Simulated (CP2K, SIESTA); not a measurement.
A SIESTA input for a self-consistent single point of YIn₅Rh (P1, 7 atoms in the cell) (DFT, GGA PBEsol, numerical atomic orbitals DZP, PseudoDojo PBEsol standard norm-conserving potentials (rewritten from UPF to PSML)):

```
# files in the folder: Y.psml In.psml Rh.psml (PseudoDojo PBEsol standard)
SystemName  YIn5Rh
SystemLabel yin5rh

NumberOfAtoms                7
NumberOfSpecies              3
%block ChemicalSpeciesLabel
  1 39 Y
  2 49 In
  3 45 Rh
%endblock ChemicalSpeciesLabel
LatticeConstant              4.637820 Ang
%block LatticeVectors
     1.000000000    0.000000000    0.000000000
     0.000000000    1.000000000    0.000000000
     0.000000000    0.000000000    1.604833737
%endblock LatticeVectors
AtomicCoordinatesFormat      Ang
%block AtomicCoordinatesAndAtomicSpecies
     0.003047048   -0.014428258   -0.029191171  1
     0.016362229    2.328807108    2.255341763  2
     0.037014441    2.353262333    5.162669308  2
     2.322249230    0.030187570    2.263744831  2
     2.217847264   -0.073852646    5.214613516  2
     2.390170104    2.331413563   -0.033329441  2
    -0.029960317    0.001335692    3.773476195  3
%endblock AtomicCoordinatesAndAtomicSpecies

XC.functional                GGA
XC.authors                   PBEsol
PAO.BasisSize                DZP
PAO.EnergyShift              0.005 Ry
MeshCutoff                   300 Ry
%block kgrid.MonkhorstPack
    5   0   0  0.0
    0   5   0  0.0
    0   0   3  0.0
%endblock kgrid.MonkhorstPack
OccupationFunction           FD
ElectronicTemperature        136.0 meV

MaxSCFIterations             150
SCF.Mixer.Method             Pulay
SCF.Mixer.Weight             0.25
SCF.Mixer.History            6
SCF.DM.Tolerance             1.0E-04
Diag.ParallelOverK           true
WriteForces                  true
```

### Question
Give the CP2K input for the same structure, mesh, smearing and functional.

### Answer
One input that does it (others would too):

```
&GLOBAL
  PROJECT bulk
  RUN_TYPE ENERGY_FORCE
  PRINT_LEVEL LOW
&END GLOBAL
&FORCE_EVAL
  METHOD Quickstep
  STRESS_TENSOR ANALYTICAL
  &DFT
    BASIS_SET_FILE_NAME BASIS_MOLOPT
    POTENTIAL_FILE_NAME GTH_POTENTIALS
    &QS
      METHOD GPW
      EPS_DEFAULT 1E-11
    &END QS
    &MGRID
      CUTOFF 500
      REL_CUTOFF 50
      NGRIDS 5
    &END MGRID
    &SCF
      SCF_GUESS ATOMIC
      EPS_SCF 1E-6
      MAX_SCF 100
      ADDED_MOS 15
      &DIAGONALIZATION
        ALGORITHM STANDARD
      &END DIAGONALIZATION
      &MIXING
        METHOD BROYDEN_MIXING
        ALPHA 0.2
        NBUFFER 12
        BETA 1
      &END MIXING
      &SMEAR ON
        METHOD FERMI_DIRAC
        ELECTRONIC_TEMPERATURE [K] 1578.21
      &END SMEAR
    &END SCF
    &KPOINTS
      SCHEME MONKHORST-PACK 5 5 3
    &END KPOINTS
    &XC
      &XC_FUNCTIONAL
        &PBE
          PARAMETRIZATION PBESOL
        &END PBE
      &END XC_FUNCTIONAL
    &END XC
    &PRINT
      &MO
        EIGENVALUES T
        OCCUPATION_NUMBERS T
        NDIGITS 8
        FILENAME mo
        &EACH
          QS_SCF 0
        &END EACH
        ADD_LAST NUMERIC
      &END MO
      &MULLIKEN OFF
      &END MULLIKEN
    &END PRINT
  &END DFT
  &SUBSYS
    &CELL
      A 4.63782000 0.00000000 0.00000000
      B 0.00000000 4.63782000 0.00000000
      C 0.00000000 0.00000000 7.44293000
      PERIODIC XYZ
    &END CELL
    &COORD
      SCALED
      Y        0.00065700    -0.00311100    -0.00392200
      In       0.00352800     0.50213400     0.30301800
      In       0.00798100     0.50740700     0.69363400
      In       0.50072000     0.00650900     0.30414700
      In       0.47820900    -0.01592400     0.70061300
      In       0.51536500     0.50269600    -0.00447800
      Rh      -0.00646000     0.00028800     0.50698800
    &END COORD
    &KIND Y
      BASIS_SET DZVP-MOLOPT-SR-GTH-q11
      POTENTIAL GTH-PBE-q11
    &END KIND
    &KIND In
      BASIS_SET DZVP-MOLOPT-SR-GTH-q13
      POTENTIAL GTH-PBE-q13
    &END KIND
    &KIND Rh
      BASIS_SET DZVP-MOLOPT-SR-GTH-q17
      POTENTIAL GTH-PBE-q17
    &END KIND
  &END SUBSYS
  &PRINT
    &FORCES ON
    &END FORCES
    &STRESS_TENSOR ON
    &END STRESS_TENSOR
  &END PRINT
&END FORCE_EVAL
```

Basis settings and potentials, where a program has them, do not carry over. This input uses DFT PBEsol, GPW, DZVP-MOLOPT-SR-GTH basis, GTH-PBE potentials (GTH_POTENTIALS).

The starting cell comes from a database of computed structures (which also holds hypothetical and non-ambient phases and stackings), without a prior relaxation at this level. For this run, on top of that: atoms moved at random.
